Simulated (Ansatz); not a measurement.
Effect of biaxial strain +0.63 %, plane normal [001], relaxed out of plane on MoS2

The parent structure is MoS₂ in the 2H-MoS2 type structure (space group P6_3/mmc, No. 194; a = 3.1730 Å, c = 12.4366 Å; layered, stacked along the Cartesian z axis). Axes: x lies along a and z along c of the hexagonal cell.

It is then changed as follows: tensile biaxial strain of 0.63 % in the plane normal to [001], as in epitaxy on a mismatched substrate; the out-of-plane cell vector and the atoms relax.

Method: r2SCAN+rVV10, PAW, 500 eV (Ansatz, a first-principles code; no spin-orbit coupling). k-mesh 12×12×3 (Γ-centred); smearing 0.05 eV (Fermi–Dirac).

| quantity | base | changed | shift |
|---|---|---|---|
| volume per atom | 18.07 Å³ | 18.25 Å³ | +0.18 Å³ |
| space group | P6_3/mmc (No. 194) | P6_3/mmc (No. 194) | – |
| pressure (mean of the normal stresses, compression positive) | 0.00 GPa | -1.18 GPa | -1.18 GPa |
| band gap (an upper bound: an edge found on the path is not a true extremum; the changed cell) | 1.01 eV | 0.94 eV | -0.076 eV |
| out-of-plane strain | – | -0.28 % | – |
| mean in-plane stress (compression positive) | – | -1.8 GPa | – |

Final structure (turned so that z lies along the plane normal):

```
CELL_PARAMETERS angstrom
      3.19299     0.00000     0.00000
      1.59649     2.76521     0.00000
      0.00000     0.00000    12.40236
ATOMIC_POSITIONS crystal
  Mo 0.33333 0.33333 0.25000
  Mo 0.66667 0.66667 0.75000
  S  0.33333 0.33333 0.62508
  S  0.66667 0.66667 0.12508
  S  0.66667 0.66667 0.37492
  S  0.33333 0.33333 0.87492
```

Stability against distortions was not tested.
